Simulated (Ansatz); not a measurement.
## C, pressure series

Consider C in the graphite type structure (space group P6_3/mmc, No. 194; a = 2.465 Å, c = 6.730 Å; layered, stacked along the Cartesian z axis).

Cell and atoms are relaxed at each pressure.

The values are results of PBE-D3(BJ) (Ansatz, a quantum-chemistry and plane-wave program, PAW, without spin-orbit coupling), not measurements.

Candidates:
(a) pressure 0.7 GPa
(b) pressure 0.3 GPa
(c) pressure 10 GPa
(d) pressure 3 GPa

Before the change:

```
Quantity   Value
---------  -----
c/a ratio  2.730
```

Order them by c/a ratio, lowest first.

(c) pressure 10 GPa (2.407), (d) pressure 3 GPa (2.574), (a) pressure 0.7 GPa (2.682), (b) pressure 0.3 GPa (2.709)

A case with no gap was solved on a k-mesh chosen for an insulator, which is coarse for it. Load acts through the strain it causes; cell and atoms are relaxed under it. No phonon test of stability was made. Competing high-pressure phases were not computed.
